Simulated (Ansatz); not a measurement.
## Ga2O3: transverse stress against strain

Ga2O3 (corundum, R-3c, 10.060 Å³/atom at rest, c along z) under a strain ε along c (axis z), the other axes held. PBE in Ansatz, a plane-wave DFT program (PAW, default set), 420 eV, 8×8×8 Γ-centred mesh, Fermi-Dirac smearing 0.05 eV; ions are relaxed within the symmetry of each cell. Stress is positive for a compressed cell.

Here s stands for strain and y for stress xx.

```
strain (%)  stress xx (GPa)
----------  ---------------
-1.50                  1.82
-0.75                  0.88
0.00                   0.01
0.75                  -0.82
1.50                  -1.60
3.00                      ?
```

Fit y of the 5 rows that show it with a straight line. Means: s 0, y 0.058. About the means, the sum of products is -6.4050 and the sum of squares of s is 5.6250; the slope is their ratio. Least squares gives y = 0.058 - 1.1387·s. Residuals (row less fit): 0.054, -0.032, -0.048, -0.024, 0.050; standard error 0.056 (degrees of freedom: 3). The slope gives the elastic constant C13 = 114 ± 2 GPa.

### Question
Predict the withheld y at s = 3.00 from the fit, and compare with the calculation.

### Answer
y = 0.058 - 1.1387 × 3.00 = -3.358 GPa. The calculation gives -3.01 GPa, 0.348 GPa above the prediction (7.2 % of the range of y in the table). The row lies outside the fitted rows, so this is an extrapolation. From the scatter of the fitted rows alone, a prediction at this place has a standard error of 0.093 GPa, so the miss is 3.7 times that.

One order more, fitted to all 9 runs of the series, follows each within 0.01, so the miss is the next term of a smooth law. Ga2O3 is here the metastable α form; monoclinic β is stable. Rows are the converged runs of the series near zero and its far end; series whose fitted rows scatter by over a few per cent of the range, as at a crossing or softening among them, aren't shown in this form. Most that stay on the fit to the last digits aren't either.
